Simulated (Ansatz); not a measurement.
The starting structures come from a database of crystals and need not be the phases stable at ambient conditions.

By PBEsol, the system below comes out a metal.

The ballistic (Sharvin) conductance counts the channels at the Fermi level: G/A = (e²/h) × channels of both spins per area.

Here is the system:

```yaml
crystal:
  lattice:
    - [3.07046, 0.00000, 0.00000]
    - [-1.53523, 2.65910, 0.00000]
    - [0.00000, 0.00000, 13.33673]
  atoms:
    - { symbol: Ti, position: [0.33333, 0.66667, 0.08596] }
    - { symbol: Ti, position: [0.66667, 0.33333, 0.91404] }
    - { symbol: Ti, position: [0.66667, 0.33333, 0.58596] }
    - { symbol: Ti, position: [0.33333, 0.66667, 0.41404] }
    - { symbol: Ga, position: [0.33333, 0.66667, 0.75000] }
    - { symbol: Ga, position: [0.66667, 0.33333, 0.25000] }
    - { symbol: C, position: [0.00000, 0.00000, 0.50000] }
    - { symbol: C, position: [0.00000, 0.00000, 0.00000] }
```

Space group of this cell: P6_3/mmc. The cell is taken as given; by PBEsol its mean pressure is -3.8 GPa.

The current flows along the normal of the first two printed cell vectors, the (001) plane of the conventional cell. No spin-orbit coupling; the value is a mean over 0.1 eV about the Fermi level.

**Question.** Compute, with Ansatz (a program for electronic structure) with PBEsol, the ballistic conductance per area.

**Answer.** 0.18 × 10¹⁵ S/m² for both spins.
